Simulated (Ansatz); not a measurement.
## What uniaxial strain ε_xx = +4.28 % does to Ge

The parent structure is Ge in the diamond structure (space group Fd-3m, No. 227; a = 5.673 Å). Axes: x, y, z lie along the cube axes.

One thing is altered: uniaxial strain ε_xx = +4.28 %, all other strain components held at zero; the atoms relax in the strained cell.

Calculations: Ansatz (a quantum-chemistry and plane-wave program) r2SCAN, no SOC, earlier PAW set. k-mesh 10×10×10 (Γ-centred); smearing 0.05 eV (Fermi–Dirac).

```json
[
 {"quantity": "volume per atom", "base": "22.82 Å³", "changed": "23.79 Å³", "shift": "+0.977 Å³"},
 {"quantity": "space group", "base": "Fd-3m (No. 227)", "changed": "I4_1/amd (No. 141)", "shift": "–"},
 {"quantity": "shortest interatomic distance", "base": "4.642 bohr", "changed": "4.709 bohr", "shift": "+0.067 bohr"},
 {"quantity": "energy relative to the base (free energy F)", "base": "0 meV/atom", "changed": "+16 meV/atom", "shift": "+16 meV/atom"},
 {"quantity": "pressure (mean of the normal stresses, compression positive)", "base": "0.0 GPa", "changed": "-2.6 GPa", "shift": "-2.66 GPa"},
 {"quantity": "band gap", "base": "0.37 eV", "changed": "zero", "shift": "–"},
 {"quantity": "stress (xx, yy, zz, yz, xz, xy; compression positive) (rough)", "base": "–", "changed": "(-5.0, -1.5, -1.5, 0.0, 0.0, 0.0) GPa", "shift": "–"}
]
```

Final structure:

```xyz
2
Lattice="0.0000 2.8363 2.8363 2.9577 0.0000 2.8363 2.9577 2.8363 0.0000" Properties=species:S:1:pos:R:3 pbc="T T T"
Ge     2.9577     2.8363     2.8363
Ge     4.4366     4.2545     4.2545
```

Without a gap, meshes like the base's 10×10×10 leave anisotropic stresses uncertain by several tenths of a GPa, and small strain energies with them. No phonon test of stability was made. A zero or small gap of Ge under uniaxial strain ε_xx = +4.28 % can be the functional's error rather than a property of the material.
